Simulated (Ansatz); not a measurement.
## TaN (Fm-3m, No. 225, 2 atoms in the cell; start mp-251; a measured phase of this formula has another space group)

Level of theory: r²SCAN+rVV10 (PAW; Ansatz, a program for electronic structure).

Settings: plane-wave cutoff 560 eV, 22×22×22 k mesh, Fermi–Dirac smearing 0.05 eV, scalar-relativistic PAW data made under PBE.

Cell (relaxed at this level):

```cif
data_NTa
_chemical_formula_sum 'Ta1 N1'
_space_group_name_H-M_alt 'P 1'
_space_group_IT_number 1
_cell_length_a 3.10221
_cell_length_b 3.10221
_cell_length_c 3.10221
_cell_angle_alpha 60.000
_cell_angle_beta 60.000
_cell_angle_gamma 60.000
loop_
_space_group_symop_operation_xyz
  'x, y, z'
loop_
_atom_site_label
_atom_site_type_symbol
_atom_site_fract_x
_atom_site_fract_y
_atom_site_fract_z
_atom_site_occupancy
Ta1 Ta 0.50000 0.50000 0.50000 1
N1 N 0.00000 0.00000 0.00000 1
```

| Quantity | Value |
|---|---|
| band gap | zero (no gap) |

Note: the relaxation could not lower the start's symmetry, so the cell can be a saddle point above a distorted one.

Spin–orbit coupling is not included; it can open a gap where bands touch, and shift volumes and moduli.

The computed numbers hold no vibrational or temperature effects.

A start named mp-… is a Materials Project structure, which need not be a measured phase.
